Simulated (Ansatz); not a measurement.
System: SnO₂ (within 0.1 Å of P4₂/mnm, No. 136, 6 atoms in the cell; start mp-550172). Method: r²SCAN (Ansatz, a program for electronic structure, PAW).

Settings: plane-wave cutoff 560 eV, 8×8×10 k mesh (along the axes of the cell as run), Fermi–Dirac smearing 0.01 eV, scalar-relativistic PAW data made under PBE.

Cell (relaxed at this level):

```yaml
crystal:
  lattice:
    - [4.75941, 0.00000, 0.00000]
    - [0.00000, 4.76002, 0.00000]
    - [0.00000, 0.00000, 3.20070]
  atoms:
    - { symbol: Sn, position: [0.50000, 0.50000, 0.50000] }
    - { symbol: Sn, position: [0.00000, 0.00000, 0.00000] }
    - { symbol: O, position: [0.30575, 0.30606, 0.00000] }
    - { symbol: O, position: [0.69425, 0.69394, 0.00000] }
    - { symbol: O, position: [0.80575, 0.19394, 0.50000] }
    - { symbol: O, position: [0.19425, 0.80606, 0.50000] }
```

Task: Give the computed band gap and bulk modulus.

Result: 
- band gap: 1.77 eV (on the SCF k mesh)
- bulk modulus: 204 GPa

Note: the bulk modulus is −V dP/dV from two relaxed cells at ±2 % in volume.

Spin–orbit coupling is not included.

Computing time: about 4 core-minutes (a rough figure).

A start named mp-… is a Materials Project structure, which need not be a measured phase.
